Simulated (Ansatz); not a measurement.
# The (100) surface of rock-salt SnTe in its 1x1 cell (cut with top plane Sn + Te, bottom plane Sn + Te), outermost plane spacing 3.20 Å in the ideal cut

All values below come from r2SCAN, at the PBE geometry (plane waves to 500 eV, PAW; Ansatz, a quantum-chemistry and plane-wave program).

Model: 10-atom slab, Sn5Te5, 12.8 Å thick at the start, 6x6x1 mesh, Fermi-Dirac 0.025 eV, dipole correction, single point; on the structure that PBE left under its start's symmetry; no spin, no spin-orbit, no U.

```json
{
  "surface energy (mean of both faces)": "0.20 J/m²",
  "gap_of_the_slab_on_its_k_mesh": "0.49 eV",
  "highest_filled_level_below_the_top_vacuum_level": "4.28 eV",
  "cost": "about 70 core-seconds (a rough figure)"
}
```
